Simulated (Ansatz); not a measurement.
Short convergence ladders for the (001) slab of Ti2O (cut from a parent of space group no. 164; 6 atoms in the cell)

```
CELL_PARAMETERS angstrom
      2.94522     0.00000     0.00000
     -1.47261     2.55063     0.00000
      0.00000     0.00000    21.40360
ATOMIC_POSITIONS crystal
  Ti 0.33333 0.66667 0.32705
  Ti 0.66667 0.33333 0.44833
  O  0.00000 0.00000 0.38769
  Ti 0.33333 0.66667 0.55168
  Ti 0.66667 0.33333 0.67295
  O  0.00000 0.00000 0.61232
```

Base method: LDA (PW92), default PAW files made with PBE (plane waves; Ansatz, a first-principles code).

Base settings: basis.ecutwfc = 420 eV; kpoints.mp_grid.grid = 12 12 1; hamiltonian.xc = lda; hamiltonian.pseudopotentials = {kind: paw} (the program's default PAW files); scf.occupations.method = fermi_dirac; scf.occupations.width = 0.1 eV.

The count of work is k-points × plane waves × bands × iterations; it is no time. 

**The vacuum**

The mesh stays at the base's, so the ladder's end is converged at best in this setting alone.

Only quantities that move along the ladder and can be compared are tabulated.

| vacuum between outermost atoms (Å) | free energy less the last step's (meV/atom) | largest difference of a force vector from the last step's (eV/Å) | count of work / last |
|---|---|---|---|
| 3.0 | -328.47 | 1.619 | 0.28 |
| 4.0 | -108.89 | 0.867 | 0.30 |
| 5.0 | -26.01 | 0.282 | 0.38 |
| 6.0 | -5.30 | 0.060 | 0.40 |
| 7.0 | -1.01 | 0.011 | 0.43 |
| 8.0 | -0.20 | 0.002 | 0.46 |
| 10.0 | 0.01 | 0.000 | 0.52 |
| 12.0 | -0.01 | 0.000 | 0.58 |
| 14.0 | 0.01 | 0.000 | 0.64 |
| 17.0 | 0.00 | 0.000 | 0.73 |
| 20.0 | 0.01 | 0.000 | 0.73 |
| 25.0 | 0.00 | 0.001 | 0.86 |
| 30.0 | 0.00 | 0.000 | 1.0 |

Smallest vacuum between outermost atoms (Å) that holds the forces within 0.005 eV/Å of the last step, with all finer ones: 8.0; the step before is off by 0.011 eV/Å.

Smallest vacuum between outermost atoms (Å) that holds the free energy within 2 meV/atom of the last step, with all finer ones: 7.0, at 0.43 of the last step's count of work; the step before is off by 5.3 meV/atom.

**The plane-wave cutoff**

The mesh stays at the base's, so the ladder's end is converged at best in this setting alone.

Only quantities that move along the ladder and can be compared are tabulated.

| basis.ecutwfc | free energy less the last step's (meV/atom) | largest difference of a force vector from the last step's (eV/Å) | count of work / last |
|---|---|---|---|
| 210 eV | 4329.28 | 1.846 | 0.15 |
| 250 eV | 1433.50 | 0.237 | 0.19 |
| 295 eV | 346.70 | 0.133 | 0.20 |
| 355 eV | 39.30 | 0.003 | 0.28 |
| 420 eV | 4.18 | 0.000 | 0.40 |
| 505 eV | 0.82 | 0.001 | 0.48 |
| 630 eV | 0.40 | 0.000 | 0.65 |
| 840 eV | 0.00 | 0.000 | 1.0 |

Coarsest basis.ecutwfc that holds the forces within 0.01 eV/Å of the last step, with all finer ones: 355 eV, at 0.28 of the last step's count of work; the step before is off by 0.13 eV/Å.

Coarsest basis.ecutwfc that holds the free energy within 5 meV/atom of the last step, with all finer ones: 420 eV, at 0.40 of the last step's count of work; the step before is off by 39 meV/atom.

**The depth of the slab**

On a (001) slab of Ti2O (cut from a parent of space group no. 164; 3 atoms in the cell), and deeper slabs.

Surface energy = (E_slab − N e_bulk)/2A, with e_bulk from the bulk crystal on its finest mesh (832 k-points); errors per atom of slab and bulk, whose meshes differ, grow with N. The bulk cell stands at -8.8 GPa at this level, so the slab is strained in the plane.

The mesh stays at the base's, so the ladder's end is converged at best in this setting alone.

Only quantities that move along the ladder and can be compared are tabulated.

| atoms | unrelaxed surface energy (J/m²) | count of work / last |
|---|---|---|
| 3 | 3.266 | 0.050 |
| 6 | 3.243 | 0.16 |
| 9 | 3.227 | 0.29 |
| 12 | 3.227 | 0.51 |
| 15 | 3.227 | 0.73 |
| 18 | 3.227 | 1.0 |

Smallest size that holds the unrelaxed surface energy within 0.01 J/m² of the last step, with all finer ones: 9, at 0.29 of the last step's count of work; the step before is off by 0.015 J/m².

On the base run: the starting cell comes from a database of computed structures (which also holds hypothetical and non-ambient phases and stackings), without a prior relaxation at this level. The slab is cut from that crystal, and its faces are unrelaxed. Its lattice was rescaled by up to half a per cent. Spin polarisation is off, so a magnetic state, if there is one, cannot be reached.

Left out of this page: 1 run of the series outside the window shown, repeating another row's setting, or not comparable.

Keys are those of Ansatz 0.2.
